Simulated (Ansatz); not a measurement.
An Ansatz (a program for electronic structure) input (DFT with PBE, PAW potentials and a 420 eV plane-wave cutoff in Ansatz, without spin-orbit coupling):

Ansatz 0.2 input:
```yaml
crystal:
  lattice:
    - [-4.1965143262, 4.1965143262, 4.1965143262]
    - [4.1965143262, -4.1965143262, 4.1965143262]
    - [6.2947714893, 6.2947714893, -2.0982571631]
  atoms:
    - { symbol: Na, position: [-0.0045283888, 0.0004056545, -0.00300817] }
    - { symbol: Na, position: [-0.0003476451, 0.5023195849, 1.0021712083] }
    - { symbol: Na, position: [0.4943225134, -0.0022676083, -0.0036484929] }
    - { symbol: Na, position: [0.5042813856, 0.4992834744, 0.0002198463] }
    - { symbol: Na, position: [0.3327611351, 0.3308193559, 0.3358296876] }
    - { symbol: Na, position: [0.1728180257, 0.1651164484, 0.6680429406] }
    - { symbol: Na, position: [0.3325400422, 0.8273056093, 0.3303758512] }
    - { symbol: Na, position: [0.1718736825, 0.6695423684, 0.6667369582] }
    - { symbol: Na, position: [0.8367794857, 0.3309361507, 0.3314614039] }
    - { symbol: Na, position: [0.6676030505, 0.1672444014, 0.6638708969] }
    - { symbol: Na, position: [0.8320042206, 0.8300278433, 0.332973008] }
    - { symbol: Na, position: [0.6661231691, 0.6677620914, 0.6627955348] }
    - { symbol: H, position: [-0.0001228914, 0.2503526534, 0.1682891025] }
basis: { ecutwfc: 420, ecutrho_ratio: 4, xc_grid: 2, fft_grid_basis: typed }
kpoints: { mp_grid: { grid: [5, 5, 4] } }
hamiltonian:
  xc: pbe
  dispersion: none
  pseudopotentials: { kind: paw }
scf: { occupations: { method: fermi_dirac, width: 0.05 }, convergence: { dr2_threshold: 0.0000000013 } }
relax: { f_tol: 0.02, max_steps: 45 }
output: { forces: true, stress: true }
checkpoint: { write: state.ck, write_every: 1000 }
```

Problem. Which symmetry and how many k-points will the program report, and about how many plane waves at Γ?

Solution. Space group P1 (ITA 1) with 1 operations, k-points 51 of 100, and 8645 plane waves at Γ.

In so small a cell the defect repeats every few ångströms: this is an ordered compound, not a dilute defect. All final runs are without spin polarisation. The cell was made from Na in the bcc (W type) structure (space group Im-3m, No. 229) by this change: H interstitial (started 2.21 Å from the nearest host atom). The defect cell is not spin-polarised.
